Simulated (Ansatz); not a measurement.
# La2O3 under a change: uniaxial stress, 2 GPa compression along x

Start from La$_{2}$O$_{3}$ (space group P-3m1, No. 164; a = 3.935 Å, c = 6.126 Å). Axes: x lies along a and z along c of the hexagonal cell.

Modification: uniaxial stress, 2 GPa compression along x; all other stress components relax to zero.

Computed with plane-wave PAW DFT at the r2SCAN level (Ansatz, a program for electronic structure, 500 eV), spin-orbit coupling left out, earlier PAW set. k-mesh 10×10×6 (Γ-centred); smearing 0.05 eV (Fermi–Dirac).

| quantity | base | changed | shift |
|---|---|---|---|
| volume per atom | 16.43 Å³ | 16.40 Å³ | -0.03 Å³ |
| energy relative to the base (free energy F) | 0 meV/atom | +2.3 meV/atom | +2.3 meV/atom |
| band gap | 4.23 eV | 4.16 eV | -0.07 eV |
| gap character | – | indirect, D₂–A (21 % along) → Y₂ | – |
| smallest direct gap | 4.35 eV | 4.36 eV | +0.01 eV |
| strain response (xx, yy, zz) | – | (−2.20, +1.44, +0.61) % | – |
| secant Young's modulus along x | – | 91 GPa | – |
| mean lateral Poisson ratio | – | 0.47 | – |

Beyond what the load breaks, stability against distortions was not tested. Labels are those of the standard path for the cell's own space group.
